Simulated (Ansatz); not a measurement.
Defect migration in polar orthorhombic HfO2: interstitial Li, charge state +1. Method: PBE, PAW (plane waves to 420 eV; Ansatz, a first-principles code).

Settings: 96 host sites, the relaxed PBE lattice, the Γ point alone, smearing 0.01 eV, spin-restricted, no image-charge correction. No zero-point or tunnelling terms. Spin-orbit coupling is left out. The host's phase is taken as given; its stability against other phases was not computed. The charge state is imposed; whether it is stable for some Fermi level was not computed. Sites that were not tried may lie lower.

Barriers: single points on a 2×2×2 k-point mesh shifted by half a step at the bands' geometries.

Relaxed starting cell (atoms counted from 1):

```xyz
97
Lattice="10.5877 0.0000 0.0000 0.0000 10.1382 0.0000 0.0000 0.0000 10.2024" Properties=species:S:1:pos:R:3 pbc="T T T"
Hf     2.8255     3.7223     1.2887
Hf     2.8215     3.7340     6.4349
Hf     2.8387     8.7759     1.2659
Hf     2.8357     8.8062     6.5138
Hf     8.1188     3.7172     1.3075
Hf     8.1191     3.7215     6.4224
Hf     8.0854     8.7723     1.2819
Hf     8.0778     8.8027     6.4530
Hf     5.1333     3.7275     3.8655
Hf     5.1379     3.7119     8.9702
Hf     5.1333     8.8010     3.8766
Hf     5.1507     8.7879     8.9735
Hf    10.3911     3.7294     3.8666
Hf    10.4226     3.7108     8.9630
Hf    10.2091     8.7829     3.8723
Hf    10.4177     8.7837     8.9698
Hf     2.5016     1.4816     3.8445
Hf     2.4727     1.3626     8.9755
Hf     2.4735     6.3616     3.8755
Hf     2.4717     6.4008     8.9707
Hf     7.7492     1.3828     3.8713
Hf     7.7793     1.3560     8.9702
Hf     7.7326     6.3985     3.8676
Hf     7.7794     6.3990     8.9724
Hf     0.1725     1.3264     1.3290
Hf     0.1833     1.3371     6.3975
Hf     0.1731     6.4173     1.3182
Hf     0.1685     6.4349     6.4116
Hf     5.4710     1.3442     1.3165
Hf     5.4734     1.3493     6.4241
Hf     5.4573     6.4231     1.3167
Hf     5.4614     6.4134     6.4296
O      4.5808     4.7251     0.5809
O      4.5597     4.7602     5.6606
O      4.5955     9.7858     0.5846
O      4.5934     9.8022     5.7120
O      9.8817     4.7301     0.5853
O      9.8704     4.7448     5.6763
O      9.8735     9.7829     0.5937
O      9.8251     9.8100     5.6842
O      3.3505     4.7093     3.1210
O      3.3677     4.7228     8.2368
O      3.3833     9.8599     3.1037
O      3.3784     9.7973     8.2792
O      8.6377     4.7141     3.1376
O      8.6595     4.7129     8.2400
O      8.6004     9.8124     3.1056
O      8.6574     9.7896     8.2582
O      0.7412     0.2847     3.1870
O      0.7427     0.3100     8.1834
O      0.6986     5.4248     3.1364
O      0.7174     5.3994     8.2230
O      5.9943     0.3674     3.1442
O      6.0229     0.3372     8.2279
O      5.9869     5.4219     3.1335
O      6.0114     5.4041     8.2311
O      1.9282     0.3376     0.5787
O      1.9626     0.2936     5.5988
O      1.9302     5.4126     0.5820
O      1.9296     5.4235     5.6893
O      7.2221     0.3410     0.5765
O      7.2234     0.3476     5.6785
O      7.2279     5.4099     0.5877
O      7.2161     5.4027     5.6872
O      1.4158     2.7391     2.5732
O      1.4405     2.7111     7.6823
O      1.4694     7.8198     2.6174
O      1.4396     7.7721     7.7037
O      6.7232     2.7400     2.5891
O      6.7405     2.7228     7.6957
O      6.7189     7.8047     2.5994
O      6.7337     7.7809     7.7116
O      1.2131     2.7078     0.0347
O      1.2218     2.7282     5.1328
O      1.2220     7.7925     0.0481
O      1.1565     7.8310     5.1217
O      6.5141     2.7204     0.0426
O      6.5034     2.7319     5.1435
O      6.5155     7.7879     0.0479
O      6.4679     7.7813     5.1549
O      3.8661     2.3388     0.0396
O      3.8638     2.3747     5.1474
O      3.8725     7.4003     0.0295
O      3.7845     7.4828     5.1299
O      9.1647     2.3393     0.0440
O      9.1547     2.3581     5.1422
O      9.1608     7.4073     0.0327
O      9.0896     7.4299     5.1481
O      4.0815     2.3663     2.5845
O      4.0869     2.3481     7.6936
O      4.0854     7.4327     2.5910
O      4.0955     7.4179     7.6984
O      9.3751     2.3293     2.5984
O      9.3950     2.3312     7.6850
O      9.3303     7.3879     2.5789
O      9.3834     7.4176     7.6893
Li     2.0424     9.0940     3.9617
```
Cell charge +1.

End state 1 differs by these moves (Å; atoms that move under 0.08 Å are left out):

| atom | element | Δx | Δy | Δz |
|---|---|---|---|---|
| 4 | Hf | 0.19 | -0.03 | -0.09 |
| 15 | Hf | 0.19 | -0.01 | -0.06 |
| 16 | Hf | -0.02 | 0.02 | 0.10 |
| 17 | Hf | -0.03 | -0.16 | 0.04 |
| 26 | Hf | -0.04 | 0.14 | 0.00 |
| 43 | O | -0.02 | -0.08 | 0.04 |
| 58 | O | -0.06 | -0.01 | 0.14 |
| 68 | O | 0.05 | 0.06 | -0.03 |
| 84 | O | 0.12 | -0.10 | 0.00 |
| 96 | O | 0.07 | 0.06 | -0.01 |
| 97 | Li | -1.44 | 0.00 | 2.55 |

Question: Estimate the forward and backward barriers to end state 1 that PBE, PAW returns for this input.

Answer: forward 1.09 eV, backward 1.09 eV; at the saddle point atom 97 has neighbours O at 1.66, O at 1.71, O at 1.73 Å. The program found a first-order saddle point.
